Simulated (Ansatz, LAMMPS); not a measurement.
**Si well of 16 atomic layers along [001] in random Si0.7Ge0.3, Ge share that oscillates in the well**

Cell 16.67 × 16.67 × 55.10 Å, Si571Ge149, 720 atoms. Prepared with LAMMPS with Tersoff's 1989 multicomponent potential (SiCGe.tersoff): minimisation. 

That structure was relaxed on with PBE, support functions at accuracy medium on the grid of 370 eV run with Ansatz (a first-principles code). Basis: localised support functions (accuracy medium) on a full density matrix. k-points: zone centre alone; occupations: Fermi-Dirac, 0.010 eV; spin polarisation not allowed. Scalar-relativistic, no spin-orbit coupling.

Task: What does DFT change in the classical structure?

Result: The energy falls by 0.3 meV an atom over 3 steps; atoms move by 0.011 Å root mean square, 0.03 Å at most.
| quantity | classical minimum | after DFT steps |
|---|---|---|
| 4-fold atoms (%) | 100.0 | 100.0 |
| spread of bond angles (°) | 0.9 | 1.1 |
